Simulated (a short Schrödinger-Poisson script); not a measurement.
Solved with a short Schrödinger-Poisson script written for these runs: 1D Poisson equation in equilibrium, electrons quantum, Hartree (BenDaniel-Duke, 12 states a valley, the channel's in-plane mass for all, wave functions ending at the dielectric), parabolic valleys, classical holes, full ionisation, no traps, pinning or gate leakage.

System: symmetric double-gate stack, SiO2 on p-type Si(100), at 77 K.

From the gate side: 0.8 nm SiO2; 10 nm Si, acceptors 1e18 cm⁻³; 0.8 nm SiO2.

Constants are typed, rounded textbook-type inputs, not results; the design itself was drawn at random and stands for no fabricated device. SiO2: permittivity 3.9, conduction-band edge (eV) 3.15, gap (eV) 9, electron mass (mₑ) 0.5. Si: permittivity 11.7, conduction-band edge (eV) 0, gap (eV) 1.124, Nv at 300 K (cm⁻³) 3.1e19.

Channel valleys (confinement mass, in-plane density-of-states mass, number): Δ2 0.916, 0.19, 2; Δ4 0.19, 0.417, 4. At the gates, both at one voltage, the conduction-band edge of layer 1 lies 3.41 eV − eVg above the Fermi level of the channel. Gaps are held at their typed values at every temperature. Mesh 0.03 nm at interfaces.

Q: Give the sheet density of all electrons at Vg = 0.35 V (cm⁻²); the capacitance of both gates at Vg = 0.95 V (μF/cm²); the sheet density of all electrons at Vg = 0.95 V (cm⁻²).

A: sheet density of all electrons at Vg = 0.35 V (cm⁻²): 1.42e12; capacitance of both gates at Vg = 0.95 V (μF/cm²): 5.79; sheet density of all electrons at Vg = 0.95 V (cm⁻²): 2.14e13.
